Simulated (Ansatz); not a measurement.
TiTe2: pressure series

The parent structure is TiTe₂ in the CdI2 type structure (space group P-3m1, No. 164; layered, stacked along the Cartesian z axis).

```yaml
crystal:
  lattice:
    - [3.69732, 0.00000, 0.00000]
    - [-1.84866, 3.20197, 0.00000]
    - [0.00000, 0.00000, 6.38398]
  atoms:
    - { symbol: Ti, position: [0.00000, 0.00000, 0.00000] }
    - { symbol: Te, position: [0.33333, 0.66667, 0.27110] }
    - { symbol: Te, position: [0.66667, 0.33333, 0.72890] }
```

Cell and atoms are relaxed at each pressure.

Level of theory: PBE-D3(BJ)/PAW in Ansatz (a quantum-chemistry and plane-wave program), no spin-orbit coupling.

Notes on the quantities. enthalpy: H = E + PV relative to the base's energy.

| case | volume per atom | enthalpy |
|---|---|---|
| base | 25.19 Å³ | – |
| pressure −2 GPa | 26.88 Å³ | -0.32 eV/atom |
| pressure −1 GPa | 25.89 Å³ | -0.16 eV/atom |
| pressure 0.3 GPa | ? | +0.05 eV/atom |
| pressure 0.7 GPa | ? | +0.11 eV/atom |
| pressure 1.5 GPa | 24.38 Å³ | +0.23 eV/atom |
| pressure 3 GPa | 23.73 Å³ | +0.46 eV/atom |
| pressure 5 GPa | 23.01 Å³ | +0.75 eV/atom |
| pressure 7.5 GPa | 22.26 Å³ | +1.10 eV/atom |
| pressure 10 GPa | ? | +1.44 eV/atom |

What belongs in the blanks?


- pressure 0.3 GPa, volume per atom: 25.01 Å³
- pressure 0.7 GPa, volume per atom: 24.78 Å³
- pressure 10 GPa, volume per atom: 21.64 Å³

Load acts through the strain it causes; cell and atoms are relaxed under it. No phonon test of stability was made. Competing high-pressure phases were not computed. The final runs are not spin-polarised.
